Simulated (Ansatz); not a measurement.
Reference: CoGe (P2_13), PBEsol, DFPT electron-phonon coupling, linearised Boltzmann equation (plane waves, PAW, scalar-relativistic; Ansatz, a first-principles code); geometry: relaxed with this functional, without spin-orbit coupling.

```
CELL_PARAMETERS angstrom
      4.56698     0.00000     0.00000
      0.00000     4.56698     0.00000
      0.00000     0.00000     4.56698
ATOMIC_POSITIONS crystal
  Co 0.13841 0.13841 0.13841
  Co 0.36159 0.86159 0.63841
  Co 0.63841 0.36159 0.86159
  Co 0.86159 0.63841 0.36159
  Ge 0.84005 0.84005 0.84005
  Ge 0.65995 0.15995 0.34005
  Ge 0.34005 0.65995 0.15995
  Ge 0.15995 0.34005 0.65995
```

resistivity at 300 K: 63 μΩ·cm

Q: Replace Ge by Si on the same sites and relax. What happens?

A: CoSi (P2_13): volume per atom 11.9 to 10.5 Å³; resistivity at 300 K stays about the same (63 μΩ·cm to 60 μΩ·cm).

Q: Swap Co for Rh, keeping the structure type. How do these values move?

A: RhGe (P2_13): volume per atom 11.9 to 14.2 Å³; resistivity at 300 K stays about the same (63 μΩ·cm to 64 μΩ·cm).

Moves up to 12 % count as about the same. Metals; harmonic phonons alone scatter; means over directions. Halving the electron mesh moves these values by up to 8 %; q meshes are mostly untested. Spin-orbit coupling is left out.

Computed structure with no diffraction record at hand here (it may be known, metastable or hypothetical): CoGe (P2_13), RhGe (P2_13). Treated as nonmagnetic (a ferromagnetic start lost its moment, other orders weren't tried): CoGe (P2_13), CoSi (P2_13).
